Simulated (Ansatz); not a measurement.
**PbI₂ in the 2H-MoS2 type structure (space group P6_3/mmc, No. 194; a hypothetical phase, not in the database extracts checked)**

```yaml
crystal:
  lattice:
    - [4.39769, 0.00000, 0.00000]
    - [-2.19884, 3.80851, 0.00000]
    - [0.00000, 0.00000, 14.84532]
  atoms:
    - { symbol: Pb, position: [0.33333, 0.66667, 0.75000] }
    - { symbol: Pb, position: [0.66667, 0.33333, 0.25000] }
    - { symbol: I, position: [0.33333, 0.66667, 0.11212] }
    - { symbol: I, position: [0.66667, 0.33333, 0.61212] }
    - { symbol: I, position: [0.66667, 0.33333, 0.88788] }
    - { symbol: I, position: [0.33333, 0.66667, 0.38788] }
```

Computed with DFT with PBE-D3(BJ), PAW potentials and a 420 eV plane-wave cutoff in Ansatz (a quantum-chemistry and plane-wave program), spin-orbit coupling left out, earlier PAW set. Settings: 9×9×3 k-points, 0.05 eV Fermi–Dirac smearing.

| Property | Result |
|---|---|
| Volume per atom | 41.44 Å³ |
| Density | 6.16 g/cm³ |
| Band gap | 1.99 eV, indirect, Γ → K |
| Electron mass | 0.48 mₑ along c, 0.58 mₑ across |
| Lowest conduction-band minima above the VBM | K (1/3, 1/3, 0) 1.99 eV; M (1/2, 0, 0) 2.17 eV; Γ 2.81 eV |
| Total energy | -8979.170 eV/atom (σ→0; compares only within this code and set-up) |

With I and Pb present, leaving out spin-orbit coupling can change the band edges. Effective masses come from finite differences of ±0.01 Å⁻¹. No phonon test of stability was made.
